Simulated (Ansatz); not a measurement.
**Ti3GeC2 (space group P6_3/mmc, No. 194; a cell from a computed database, its experimental status unchecked)**

Ti3GeC2 is taken in the hexagonal space group P6₃/mmc (No. 194), Pearson symbol hP12. Conventional cell: a = b = 3.065 Å, c = 17.700 Å, α = β = 90.00°, γ = 120.00°. Ti1 on 4f is coordinated by 3 C at 2.074 Å and 3 Ge at 2.728 Å and 9 Ti at 2.941–3.065 Å. Ti2 on 2a has 6 C at 2.177 Å and 12 Ti at 2.941–3.065 Å. Ge on 2b is surrounded by 6 Ti at 2.728 Å. C on 4f is coordinated by 6 Ti at 2.074–2.177 Å (octahedral). (Neighbours: up to the widest gap in distance over summed covalent radii, below 1.35, at either atom; cation-cation and far metal-metal contacts left out.)

Method: Kohn–Sham DFT with the PBEsol functional, run in Ansatz (a first-principles code) with PAW and 420 eV plane waves, without spin-orbit coupling. k-mesh 14×14×3 (Γ-centred); smearing 0.05 eV (Fermi–Dirac).

```json
{
 "volume_per_atom": "12.00 Å³",
 "density": "5.54 g/cm³",
 "band_gap": "zero",
 "total_energy": "-2029.034 eV/atom (σ→0; compares only within this code and set-up)"
}
```

No phonon test of stability was made. The final runs are not spin-polarised.
